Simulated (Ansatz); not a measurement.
## Amorphous Si64Ge32

Preparation: random packing, a CHGNet melt and quench, and a DFT relaxation. The hot cell started wider than the set density and was brought back towards it in steps. It is the lowest in DFT energy of 4 quenches. It is a model cell: composition and starting density were chosen by hand, and all elements were melted together. No dispersion term was used.

Methods: PBE, scalar-relativistic without spin-orbit coupling (Ansatz, an electronic-structure program); r2SCAN, scalar-relativistic without spin-orbit coupling (Ansatz). Geometry, pressure, stress and energy are those of the PBE run. Its sampling: a 2×2×2 Γ-centred mesh; Fermi-Dirac width 0.05 eV; no spin polarisation. Other functionals are single points at the zone centre (r2SCAN at 500 eV), free to take moments where seeds were set. So small a spacing is near the smearing width and the bands' dispersion over the mesh, so it is a value of this cell and mesh.

```yaml
number_of_atoms_in_the_cell: 96
Density (held, not predicted): 3.27 g/cm³
volume_per_atom: 21.81 Å³
Pressure on a 2×2×2 Γ-centred mesh: -0.10 GPa
Largest force and stress component on that mesh (the relaxation ran on one k-point at (1/4, 1/4, 1/4)): 0.10 eV/Å and 0.2 GPa
Energy relative to silicon + germanium (lowest mix at this level among the phases computed, not always the ambient ones): 0.248 eV/atom
Gap on a 2×2×2 Γ-centred mesh (PBE): 0.12 eV
Gap at the zone centre (PBE): 0.36 eV
Gap at the zone centre (r2SCAN): 0.43 eV
```

Neighbours within Si-Si 2.68 Å, Si-Ge 2.78 Å, Ge-Ge 2.84 Å count as bonded.

| Quantity | Value |
|---|---|
| Mean coordination of Si | 4.05 (61 with 4, 3 with 5) |
| Mean coordination of Ge | 3.91 (3 with 3, 29 with 4) |
| Mean Si-Si bond | 2.376 Å (spread 0.054 Å, 88 counted) |
| Mean Si-Ge bond | 2.469 Å (spread 0.065 Å, 83 counted) |

Its density started from a set value of 3.27 g/cm³. The quench (nominally 52 K/ps over its main leg) was far faster than any real one, so the model tends to hold more defects than a real film. A cell of this size samples the disorder only roughly. The volume was held where the preparation left it and the shape relaxed, at a PBE pressure of -0.1 GPa (tension).
